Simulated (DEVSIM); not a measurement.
Device: Ti/Al2O3/SiO2/n-Si capacitor, at 400 K.

| layer (left to right) | material | thickness (nm) | Nd (cm⁻³) |
|---|---|---|---|
| 1 | Al2O3 | 14.0 | - |
| 2 | SiO2 | 0.850 | - |
| 3 | Si | 1100 | 2.5e17 |

Metal gate on the left, work function 4.33 eV. Fixed charge at the semiconductor interface 5.3e11 cm⁻² (in units of +e); no interface traps.

This is a model device: material constants are rounded textbook-type values typed into the input, and sizes, dopings and lifetimes were drawn at random. Values at 300 K; Nc and Nv go as T^1.5, mobilities as T to minus their exponent, the gap by Varshni's rule with the affinity fixed.

```tsv
parameter	Al2O3	SiO2	Si
gap (eV)	6.8	9	1.124
affinity (eV)	1.35	0.9	4.05
permittivity	9	3.9	11.7
Nc (cm⁻³)	-	-	2.86e19
Nv (cm⁻³)	-	-	3.1e19
Varshni α (eV/K)	-	-	0.000473
Varshni β (K)	-	-	636
```

DEVSIM, 1D Poisson equation in equilibrium, Boltzmann statistics, complete ionisation; no quantum confinement or tunnelling. Metal contacts follow the ideal Schottky-Mott rule: no Fermi-level pinning, no interface dipoles.

The temperature was swept, all else fixed.

```tsv
temperature (K)	minimum of the low-frequency capacitance (μF/cm²)	flat-band voltage (V)	threshold voltage (band bending 2φF) (V)
250	0.123	0.01	-1.49
300	0.127	-0.01	-1.43
350	0.133	-0.04	-1.37
400	0.140	-0.07	-1.30
450	0.150	-0.10	-1.23
500	0.160	-0.13	-1.16
```

From the first row to the last the minimum of the low-frequency capacitance goes from 0.123 to 0.160. From the first row to the last the flat-band voltage goes from 0.01 to -0.13.
